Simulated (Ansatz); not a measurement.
## Smallest direct gap on the k points sampled of cubic perovskite BaHfO3 at several levels of theory

No measured value is used here.

Question: Put these levels in order of the smallest direct gap on the k points sampled that they give for cubic perovskite BaHfO3, smallest first: LDA (Ansatz, a first-principles code), PBE (Ansatz), r²SCAN (Ansatz).

Answer: LDA (3.60 eV), PBE (3.78 eV), r²SCAN (4.32 eV)

At these levels the smallest gap is indirect and lower: r²SCAN 4.20, PBE 3.67, LDA 3.51 eV. Computed values are for a static lattice. Spin–orbit coupling is included only where a level's name says +SOC; with heavier elements it mostly lowers gaps and can invert bands.  Values are at the measured cell. Cutoffs differ between the levels. Ansatz's density-functional and Hartree–Fock values are scalar-relativistic unless marked +SOC, with PAW data made under PBE.
